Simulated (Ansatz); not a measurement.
## Quick settings and what they miss: SiMo3 (Pm-3n, 8 atoms in the cell)

Self-consistent single point.

```xyz
8
Lattice="4.7973 0.0000 0.0000 0.0000 4.7973 0.0000 0.0000 0.0000 4.7973" Properties=species:S:1:pos:R:3 pbc="T T T"
Si     2.3986     2.3986     2.3986
Si     0.0000     0.0000     0.0000
Mo     0.0000     2.3986     1.1993
Mo     0.0000     2.3986     3.5980
Mo     1.1993     0.0000     2.3986
Mo     3.5980     0.0000     2.3986
Mo     2.3986     1.1993     0.0000
Mo     2.3986     3.5980     0.0000
```

Method of the run: PBEsol, harder PAW files (source: ansatz) made with PBE (plane waves; Ansatz, a first-principles code).

Base settings: basis.ecutwfc = 500 eV; kpoints.mp_grid.grid = 9 9 9; hamiltonian.xc = pbesol; hamiltonian.pseudopotentials = {kind: paw, source: ansatz}; scf.occupations.method = cold; scf.occupations.width = 0.272 eV.

Tight run (finer mesh or higher cutoff; not a proven limit): basis.ecutwfc: 500 eV → 700 eV; kpoints.mp_grid.grid: 9 9 9 → 13 13 13; scf.convergence.dr2_threshold: default (1e-07 eV) → 1e-09 eV. It gave Fermi level (on the code's own zero) 20.97 eV; pressure 11.47 GPa.

Quick runs, as changes from the base:
- A: the base itself
- B: basis.ecutwfc: 500 eV → 300 eV; kpoints.mp_grid.grid: 9 9 9 → 3 3 3; kpoints.mp_grid.shift: default → 0.5 0.5 0.5
- C: basis.ecutwfc: 500 eV → 400 eV; kpoints.mp_grid.grid: 9 9 9 → 6 6 6; scf.occupations.method: cold → methfessel_paxton; scf.occupations.width: 0.272 eV → 0.2 eV; kpoints.mp_grid.shift: default → 0.5 0.5 0.5
- D: basis.ecutwfc: 500 eV → 350 eV; kpoints.mp_grid.grid: 9 9 9 → 8 8 8; hamiltonian.xc: pbesol → lda; scf.occupations.method: cold → methfessel_paxton; kpoints.mp_grid.shift: default → 0.5 0.5 0.5; scf.convergence.dr2_threshold: default (1e-07 eV) → 0.0001 eV [LDA (PW92)]
- E: basis.ecutwfc: 500 eV → 300 eV; kpoints.mp_grid.grid: 9 9 9 → 6 6 6
- F: basis.ecutwfc: 500 eV → 300 eV; kpoints.mp_grid.grid: 9 9 9 → 1 1 1; scf.occupations.method: cold → methfessel_paxton; scf.occupations.width: 0.272 eV → 0.5 eV

Energies are extrapolated to zero smearing width, which holds to low order in the width alone.

Dashes: energy of D, another energy zero.

† marks runs with another functional, U, potentials or spin treatment: their distance from the tight run is not a convergence error alone.

The count of work is k-points × plane waves × bands × iterations; it is no time. 

Pressures in the table are Ansatz's without its Pulay estimate, at a fixed set of plane waves; the tight run's value above holds the estimate.

The starting cell comes from a database of computed structures (which also holds hypothetical and non-ambient phases and stackings), without a prior relaxation at this level. Its lattice was rescaled by a random factor within 2.5 % of one. Spin polarisation is off. In the base run, with a pressure of about 11 GPa the cell is away from its equilibrium volume at this level.

```tsv
run	energy less tight (meV/atom)	pressure less tight (GPa)	count of work / tight
A	-0.9	-0.06	0.25
B	794.4	-49.22	0.012
C	12.9	-2.61	0.051
D†	–	-18.67	0.063
E	721.8	-50.84	0.066
F	265.5	-54.90	0.0030
```

Among the runs at the tight run's level, the energy misses run from 0.9 to 794.4 meV/atom.

Keys are those of Ansatz 0.2.
